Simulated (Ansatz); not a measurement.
Consider the following.

```
KTaO3
1.0
    3.76026     0.00000     0.00000
    0.00000     3.76026     0.00000
    0.00000     0.00000     3.76026
K Ta O
1 1 3
Direct
  0.00000   0.00000   0.00000
  0.50000   0.50000   0.50000
  0.00000   0.50000   0.50000
  0.50000   0.50000   0.00000
  0.50000   0.00000   0.50000
```

No spin polarisation.

Method: DFT with PBE, PAW potentials and a 420 eV plane-wave cutoff in Ansatz (a first-principles code), no spin-orbit coupling, earlier PAW set. k-mesh 8×8×8 (Γ-centred); smearing 0.05 eV (Fermi–Dirac).

Q: Predict the gap character, width of the top valence band, smallest direct gap and band gap.

A: 
```json
{
  "gap_character": "indirect, R → Γ",
  "width_of_the_top_valence_band": "1.23 eV",
  "smallest_direct_gap": "3.02 eV",
  "band_gap": "2.59 eV"
}
```

Spin-orbit coupling, missing from the scalar runs, can matter with Ta. Load acts through the strain it causes; cell and atoms are relaxed under it. Whether these cells are dynamically stable was not tested. Competing high-pressure phases were not computed. The cell was made from KTaO3 in the cubic perovskite structure (space group Pm-3m, No. 221) by this change: pressure 60 GPa.
